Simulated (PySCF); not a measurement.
PySCF 2.14.0, unrestricted PBE/def2-svpd, df: Rb(I) anion ([Rb][I]), charge -1, multiplicity 2, 2 atoms. The geometry is a generated start, not checked to be a minimum at this level.

- task: energy
- method: pbe
- basis: def2-svpd
- two-electron scheme: density fitting
- mol.max_memory: 3000 MB
- mf.max_cycle: 100
- mf.conv_tol: 1e-09 (default)
- mf.grids.level: 3 (default)
- effective core potentials: those of the basis set, past Kr
- basis functions: 62
- grid points: 43872

```xyz
2

Rb    -1.0748    -0.8034    -0.9338
I      1.0748     0.8034     0.9338
```

Charge -1 and multiplicity 2 are set for this test and not shown to be the ground state.

With the defaults (mf.DIIS = CDIIS, mf.level_shift = 0, mf.diis = true, mf.diis_space = 8, mf.damp = 0, mf.diis_start_cycle = 1, newton = off, mf.init_guess = minao) it converges in 15 Fock builds. One run each on 2 threads, 1 BLAS thread, with these changes:
- newton = Hessian by the SCF's own integrals
- mf.diis_space = 5
- mf.init_guess = 1e
- mf.init_guess = atom
- mf.diis_space = 20
- mf.diis = false, mf.damp = 0.7, mf.diis_start_cycle = 999
- mf.diis = false
- mf.level_shift = 1 Hartree
- mf.DIIS = EDIIS

Task: Name the settings that don't reach the solution of the defaults.

Result: No convergence: mf.DIIS = EDIIS; mf.level_shift = 1 Hartree; mf.diis = false (the run ends without SCF convergence in 100 cycles). The rest reach the solution of the defaults.

| setting | Fock builds | end |
|---|---|---|
| mf.init_guess = atom | 11 | same solution |
| mf.diis_space = 20 | 14 | same solution |
| the defaults | 15 | same solution |
| mf.diis_space = 5 | 15 | same solution |
| mf.init_guess = 1e | 22 | same solution |
| mf.diis = false, mf.damp = 0.7, mf.diis_start_cycle = 999 | 32 | same solution |
| newton = Hessian by the SCF's own integrals | 86 | same solution |
| mf.DIIS = EDIIS | 101 | no convergence |
| mf.level_shift = 1 Hartree | 101 | no convergence |
| mf.diis = false | 101 | no convergence |

Under newton the count holds the products with the orbital Hessian.
